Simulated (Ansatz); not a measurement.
# Effect of isotropic strain +0.50 % on Pt

The parent structure is Pt in the fcc (Cu type) structure (space group Fm-3m, No. 225; a = 3.9721 Å; relaxed with 0.1 eV smearing).

It is then changed as follows: the cell is scaled by 1.0050 in all directions; the atoms relax in the strained cell.

Calculations: PBE (Ansatz, an electronic-structure program; PAW; 420 eV plane waves; no spin-orbit coupling). Settings: 28×28×28 k-points, 0.1 eV Fermi–Dirac smearing.

```tsv
quantity	base	changed	shift
volume per atom	15.67 Å³	15.90 Å³	+0.236 Å³
space group	Fm-3m (No. 225)	Fm-3m (No. 225)	–
shortest interatomic distance	280.9 pm	282.3 pm	+1.4 pm
energy relative to the base (free energy F)	0 meV/atom	+2.7 meV/atom	+2.7 meV/atom
pressure	0.0 GPa	-3.5 GPa	-3.5 GPa
band gap	zero	zero	–
```

Cost of the whole job for the changed cell (relaxation, final SCF and bands): roughly 14 core-seconds.

Whether these cells are dynamically stable was not tested. All final runs are without spin polarisation.
